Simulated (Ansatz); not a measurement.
## LaF (P6₃/mmc, No. 194; start mp-1184996): cohesive energy by level of theory

No measured value is used here.

| level (code) | value (eV/atom) | cell (Å³/atom) |
|---|---|---|
| LDA (Ansatz) | 6.08 | 20.30 |
| PBE (Ansatz) | 5.11 | 22.41 |
| PBEsol (Ansatz) | … | 21.09 |
| r²SCAN (Ansatz) | 5.11 | 21.92 |

Question: Some entries are withheld; supply them.

Answer: 
- PBEsol (Ansatz, a program for electronic structure), value (eV/atom): 5.51

Density-functional levels without +SOC have no spin–orbit coupling, which shifts binding energies of heavy elements. LDA, PBE, PBEsol, r²SCAN: the free atom's electronic state is in doubt. LDA, PBE, PBEsol, r²SCAN: the relaxation could not lower the start's symmetry, so the cell can be a saddle point above a distorted one. Each level is taken at its own relaxed cell. Cutoffs differ between the levels. Ansatz's density-functional and Hartree–Fock values are scalar-relativistic unless marked +SOC, with PAW data made under PBE.

A start named mp-… is a Materials Project structure, which can be a computed phase never made.
